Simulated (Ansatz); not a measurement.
# Rb in the bcc (W type) structure (space group Im-3m, No. 229)

```xyz
1
Lattice="-2.7875 2.7875 2.7875 2.7875 -2.7875 2.7875 2.7875 2.7875 -2.7875" Properties=species:S:1:pos:R:3 pbc="T T T"
Rb     0.0000     0.0000     0.0000
```

Method: PBEsol in Ansatz (plane waves to 420 eV, PAW, no spin-orbit coupling), earlier PAW set. k-mesh 12×12×12 (Γ-centred); smearing 0.05 eV (Fermi–Dirac).

| Quantity | Value |
|---|---|
| Volume per atom | 86.64 Å³ |
| Density | 1.64 g/cm³ |
| Band gap | zero |
| Total energy | -3217.007 eV/atom (σ→0; compares only within this code and set-up) |

No phonon test of stability was made. All final runs are without spin polarisation.

Ansatz is a first-principles code.
